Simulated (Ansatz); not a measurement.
Consider V2O3 in the corundum structure (space group R-3c, No. 167; ferromagnetic).

```cif
data_O6V4
_chemical_formula_sum 'V4 O6'
_space_group_name_H-M_alt 'P 1'
_space_group_IT_number 1
_cell_length_a 5.48572
_cell_length_b 5.48572
_cell_length_c 5.48572
_cell_angle_alpha 51.594
_cell_angle_beta 51.594
_cell_angle_gamma 51.594
loop_
_space_group_symop_operation_xyz
  'x, y, z'
loop_
_atom_site_label
_atom_site_type_symbol
_atom_site_fract_x
_atom_site_fract_y
_atom_site_fract_z
_atom_site_occupancy
V1 V 0.16026 0.16026 0.16026 1
V2 V 0.83974 0.83974 0.83974 1
V3 V 0.33974 0.33974 0.33974 1
V4 V 0.66026 0.66026 0.66026 1
O1 O 0.57570 0.25000 0.92430 1
O2 O 0.42430 0.75000 0.07570 1
O3 O 0.75000 0.07570 0.42430 1
O4 O 0.25000 0.92430 0.57570 1
O5 O 0.07570 0.42430 0.75000 1
O6 O 0.92430 0.57570 0.25000 1
```

Calculations: PBEsol, PAW, 420 eV (Ansatz, a program for electronic structure; no SOC).

One change was made to it. Results:

| quantity | base | after |
|---|---|---|
| c/a ratio | 2.980 | 2.984 |
| band gap | zero | zero |
| volume per atom | 9.36 Å³ | 9.31 Å³ |

**Question.** Which of these changes matches the shifts?
A. pressure −2 GPa
B. pressure 1.5 GPa
C. pressure 5 GPa
D. pressure −1 GPa

**Answer.** B, pressure 1.5 GPa. For comparison, the volume per atom in the other runs: pressure −2 GPa gives 9.44 Å³; pressure −1 GPa gives 9.40 Å³; pressure 5 GPa gives 9.18 Å³.

Other magnetic orders, which the real material may have, were not ruled out. Load acts through the strain it causes; cell and atoms are relaxed under it. Stability against distortions was not tested. No other phases were tried under pressure. No Hubbard U is applied, and correlation can decide whether such a compound is a metal. The base started in C2/c and relaxed to R-3c at this level.
